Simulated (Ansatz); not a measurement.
# Ga₂PN (model structure, P3m1, No. 156, 4 atoms in the cell)

Method: LDA (PAW; Ansatz, a quantum-chemistry and plane-wave program).

Settings: plane-wave cutoff 520 eV, 12×12×6 k mesh (along the axes of the cell as run), Fermi–Dirac smearing 0.01 eV, scalar-relativistic PAW data made under PBE.

Cell (relaxed at this level):

```
Ga2NP
1.0
    3.46796     0.00000     0.00000
   -1.73398     3.00334     0.00000
    0.00000     0.00000     5.79453
Ga P N
2 1 1
Direct
  0.00000   0.00000   0.46659
  0.66667   0.33333   0.03991
  0.00000   0.00000   0.86934
  0.66667   0.33333   0.37416
```

```yaml
band_gap: zero (no gap)
bulk_modulus: 119 GPa
```

Note: the bulk modulus is −V dP/dV from two relaxed cells at ±2 % in volume; the relaxation could raise the start's symmetry but not lower it, so the cell can be a saddle point.

Spin–orbit coupling is not included.

A model structure was made by putting elements into a prototype or built by hand; it is no filed structure, need not be a known phase, and can be a saddle point held by its symmetry.
